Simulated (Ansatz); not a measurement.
Spacing of the highest filled and lowest empty level at the zone centre in eight small model glasses of hand-chosen composition and density, fast-quenched (anions pushed apart in CHGNet runs), each at its PBE geometry, by PBE and by r2SCAN (Ansatz, an electronic-structure program, plane waves, PAW). The cells are the first eight to finish that balance their formal charges, show no moments and no lower geometry on charging where those were tested, and have a gap at both levels; defect levels can set the spacings.

```tsv
cell	quench by	pressure (GPa)	levels at the gap	PBE (eV)	experiment, tabulated (eV)
Si30N42Be3	CHGNet	0.1	localised at the filled edge	2.50	-
Si30N42Mg3	CHGNet	-0.9	localised at both edges	2.04	-
In9Ga9Zn9O39Y2	CHGNet	2.6	localised at the filled edge	1.14	-
Hf18O37Zn	CHGNet	0.0	spread	4.07	-
Si24O53Ta2	CHGNet	-0.7	localised at both edges	4.17	-
Ti20O42Ge	CHGNet	0.5	localised at the filled edge	2.47	-
Hf18O39La2	CHGNet	2.3	localised at the filled edge	3.99	-
Ga24O38Ge	CHGNet	-0.6	localised at the filled edge	1.38	-
```

**Question.** What does r2SCAN give, and how does it move these values against PBE?

**Answer.** Si30N42Be3 2.95, Si30N42Mg3 2.37, In9Ga9Zn9O39Y2 1.58, Hf18O37Zn 4.58, Si24O53Ta2 4.67, Ti20O42Ge 2.78, Hf18O39La2 4.47, Ga24O38Ge 1.92 eV. It raises them by +0.31 to +0.54 eV, +0.45 eV on average. A straight line through the eight gives r2SCAN = 1.02 × PBE +0.40 eV, with a scatter of 0.07 eV.
